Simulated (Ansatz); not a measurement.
HfO₂ (Pca2₁, No. 29, 12 atoms in the cell; start mp-685097; a measured phase of this formula has another space group), treated with r²SCAN+SOC in Ansatz (plane waves, PAW).

Settings: plane-wave cutoff 560 eV, 6×6×6 k mesh, Fermi–Dirac smearing 0.01 eV, PAW data made under PBE.

Cell (relaxed with PBEsol):

```cif
data_Hf4O8
_chemical_formula_sum 'Hf4 O8'
_space_group_name_H-M_alt 'P 1'
_space_group_IT_number 1
_cell_length_a 5.22805
_cell_length_b 5.01738
_cell_length_c 5.04167
_cell_angle_alpha 90.000
_cell_angle_beta 90.000
_cell_angle_gamma 90.000
loop_
_space_group_symop_operation_xyz
  'x, y, z'
loop_
_atom_site_label
_atom_site_type_symbol
_atom_site_fract_x
_atom_site_fract_y
_atom_site_fract_z
_atom_site_occupancy
Hf1 Hf 0.03288 0.26755 0.24223 1
Hf2 Hf 0.96712 0.73245 0.74223 1
Hf3 Hf 0.46712 0.26755 0.74223 1
Hf4 Hf 0.53288 0.73245 0.24223 1
O1 O 0.36789 0.07162 0.38005 1
O2 O 0.63211 0.92838 0.88005 1
O3 O 0.13211 0.07162 0.88005 1
O4 O 0.86789 0.92838 0.38005 1
O5 O 0.73395 0.45974 0.49072 1
O6 O 0.26605 0.54026 0.99072 1
O7 O 0.76605 0.45974 0.99072 1
O8 O 0.23395 0.54026 0.49072 1
```

Predict the band gap and direct gap at Γ.


band gap: 4.94 eV (on the SCF k mesh)
direct gap at Γ: 5.46 eV

Note: cell and atoms aren't relaxed at this level (largest force component 0.06 eV/Å, pressure 1.9 GPa).

Computed values are for the static lattice.

It cost roughly 26 core-minutes of CPU time.

A start named mp-… is a Materials Project structure, which need not be a measured phase.

Ansatz is a program for electronic structure.
